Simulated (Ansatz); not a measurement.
Consider AgCl in the rock salt structure (space group Fm-3m, No. 225; a = 5.611 Å).

Structures relaxed with PBE, PAW, 420 eV (Ansatz, a quantum-chemistry and plane-wave program; scalar-relativistic without spin-orbit coupling).

Base:

Simulated powder pattern, Mo Kα, λ = 0.71073 Å (kinematic, ideal powder, no thermal factors, no anomalous dispersion; the 14 strongest lines at most, above 2 %, up to 2θ = 40°):

```csv
2θ (°),I/Imax (%),hkl
12.59,50,(111)
14.55,100,(200)
20.64,75,(220)
24.25,27,(311)
25.34,27,(222)
29.35,13,(400)
32.05,11,(331)
32.90,35,(420)
36.15,25,(422)
38.42,8.0,(511)
```

It is then changed as follows: the cell is scaled by 1.0300 in all directions, atoms relaxed at fixed cell.

Question: Where do the lines fall after the change?

Answer: 
Simulated powder pattern, Mo Kα, λ = 0.71073 Å (kinematic, ideal powder, no thermal factors, no anomalous dispersion; the 14 strongest lines at most, above 2 %, up to 2θ = 40°):

| 2θ (°) | d (Å) | I/Imax (%) | hkl |
|---|---|---|---|
| 12.23 | 3.337 | 49 | (111) |
| 14.13 | 2.890 | 100 | (200) |
| 20.03 | 2.043 | 76 | (220) |
| 23.53 | 1.743 | 27 | (311) |
| 24.59 | 1.668 | 27 | (222) |
| 28.47 | 1.445 | 13 | (400) |
| 31.09 | 1.326 | 11 | (331) |
| 31.92 | 1.292 | 35 | (420) |
| 35.06 | 1.180 | 26 | (422) |
| 37.26 | 1.112 | 8.3 | (333) |

The indices refer to the base's conventional cell; one index is shown for lines that coincide.

The cells carry an imposed strain or load. Stability against distortions was not tested.
